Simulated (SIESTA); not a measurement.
Worked example: self-consistent single point of RbTl₃ (P1, 4 atoms in the cell) in SIESTA.

Computed with LDA PW92, numerical atomic orbitals DZP, PseudoDojo LDA standard norm-conserving potentials (rewritten from UPF to PSML) (SIESTA).

The change in words: atoms moved at random. Reference geometry:
```
CELL_PARAMETERS angstrom
      0.00000     4.18059     4.18059
      4.18059     0.00000     4.18059
      4.18059     4.18059     0.00000
ATOMIC_POSITIONS crystal
  Rb 0.00000 0.00000 0.00000
  Tl 0.25000 0.25000 0.25000
  Tl 0.75000 0.75000 0.75000
  Tl 0.50000 0.50000 0.50000
```

Reference input (self-consistent single point, DFT, LDA PW92, numerical atomic orbitals DZP, PseudoDojo LDA standard norm-conserving potentials (rewritten from UPF to PSML)): XC.functional = LDA; XC.authors = PW92; potentials = PseudoDojo LDA standard; PAO.BasisSize = DZP; PAO.EnergyShift = 0.01 Ry; MeshCutoff = 350 Ry; kgrid.MonkhorstPack = 7 7 7; OccupationFunction = MP; OccupationMPOrder = 0; ElectronicTemperature = 100 meV; MaxSCFIterations = 150; SCF.Mixer.Method = Pulay. This run's input differs from it in these lines:

```diff
@@ -18,6 +18,6 @@
 %block AtomicCoordinatesAndAtomicSpecies
-     0.000000000    0.000000000    0.000000000  1
-     0.250000000    0.250000000    0.250000000  2
-     0.750000000    0.750000000    0.750000000  2
-     0.500000000    0.500000000    0.500000000  2
+     0.001227000   -0.004950000   -0.011247000  1
+     0.251359000    0.251097000    0.255755000  2
+     0.739181000    0.755309000    0.743879000  2
+     0.508233000    0.498544000    0.511613000  2
 %endblock AtomicCoordinatesAndAtomicSpecies
```

Log, with long lists cut:

```
        iscf     Eharris(eV)        E_KS(eV)     FreeEng(eV)     dDmax    Ef(eV) dHmax(eV)
   scf:    1    -5686.107420    -5686.542117    -5686.551840  0.949719 -3.528737  3.393790
   scf:    2    -5687.133493    -5686.842671    -5686.852799  0.037467 -3.561501  2.834720
   scf:    3    -5688.005096    -5687.530062    -5687.542593  0.149544 -3.725413  0.365370
   scf:    4    -5687.523369    -5687.528613    -5687.541583  0.021791 -3.743670  0.277113
   scf:    5    -5687.536435    -5687.532953    -5687.545842  0.008160 -3.729734  0.072160
   [... 3 lines left out ...]
   scf:    9    -5687.533350    -5687.533350    -5687.546233  0.000061 -3.725539  0.001510
   scf:   10    -5687.533350    -5687.533350    -5687.546233  0.000039 -3.725452  0.000422
   scf:   11    -5687.533351    -5687.533350    -5687.546233  0.000025 -3.725482  0.000019
   scf:   12    -5687.533350    -5687.533350    -5687.546233  0.000002 -3.725484  0.000010
SCF Convergence by DM+H criterion
max |DM_out - DM_in|         :     0.0000016034
max |H_out - H_in|      (eV) :     0.0000097752
SCF cycle converged after 12 iterations

Using DM_out to compute the final energy and forces

siesta: E_KS(eV) =            -5687.5334

siesta: E_KS - E_eggbox =     -5687.5334

siesta: Atomic forces (eV/Ang):
     1    0.169887    0.052009    0.006689
     2   -0.077593   -0.024042    0.002415
     3   -0.057639    0.047111    0.021630
     4   -0.033938   -0.075608   -0.030462
   Tot    0.000717   -0.000531    0.000272
   Max    0.169887
   Res    0.065842    sqrt( Sum f_i^2 / 3N )
   Max    0.169887    constrained

Stress tensor Voigt[x,y,z,yz,xz,xy] (kbar):       36.02       35.62       36.07        0.77        3.12        0.80
(Free)E + p*V (eV/cell)    -5690.8210
   [... lines left out ...]
siesta: FreeEng =     -5687.546233
   [... lines left out ...]
siesta:     0.022484    0.000499    0.001946
siesta:     0.000499    0.022232    0.000482
siesta:     0.001946    0.000482    0.022514

siesta: Cell volume =        146.131020 Ang**3

siesta: Pressure (static):
siesta:                Solid            Molecule  Units
siesta:          -0.00024407         -0.00022536  Ry/Bohr**3
siesta:          -0.02240984         -0.02069118  eV/Ang**3
siesta:         -35.90451692        -33.15092680  kBar
```

The run converged in 12 iterations. Against the reference run the free energy rises by 3.6 meV/atom, the pressure moves little (-3.68 to -3.59 GPa) and the largest force goes from 0.000 to 0.178 eV/Å.

The starting cell comes from a database of computed structures (which also holds hypothetical and non-ambient phases and stackings), without a prior relaxation at this level. Its lattice was rescaled by a random factor within 2.5 % of one. For this run, on top of that: atoms moved at random. Values carry the incompleteness of an atom-centred basis. With a pressure of about -4 GPa the cell is away from its equilibrium volume at this level.
